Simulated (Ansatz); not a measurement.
AlRh: pressure series

The reference is AlRh in the CsCl type structure (space group Pm-3m, No. 221; a = 2.972 Å; a cell from a computed database, its experimental status unchecked).

Cell and atoms are relaxed at each pressure.

All numbers come from PBEsol in Ansatz (plane waves to 420 eV, PAW, spin-orbit coupling left out).

```tsv
pressure (GPa)	volume per atom (Å³/atom)
-2	13.254
0	13.127
0.3	13.109
0.7	13.084
1.5	13.036
3	?
5	12.837
7.5	12.704
10	12.578
```

Question: Fit the third-order Birch–Murnaghan form P(V) = (3B₀/2)[(V₀/V)^(7/3) − (V₀/V)^(5/3)]·[1 + (3/4)(B₀′ − 4)((V₀/V)^(2/3) − 1)] (squares taken in P) to the rows shown and predict the withheld row.

Answer: Least squares on the printed values gives V₀ = 13.127 Å³/atom, B₀ = 213 GPa, B₀′ = 4.5; this predicts 12.949 Å³/atom, and the run gives 12.949 Å³/atom, in agreement.

Load acts through the strain it causes; cell and atoms are relaxed under it. Stability against distortions was not tested. Competing high-pressure phases were not computed. All final runs are without spin polarisation.

Ansatz is a first-principles code.
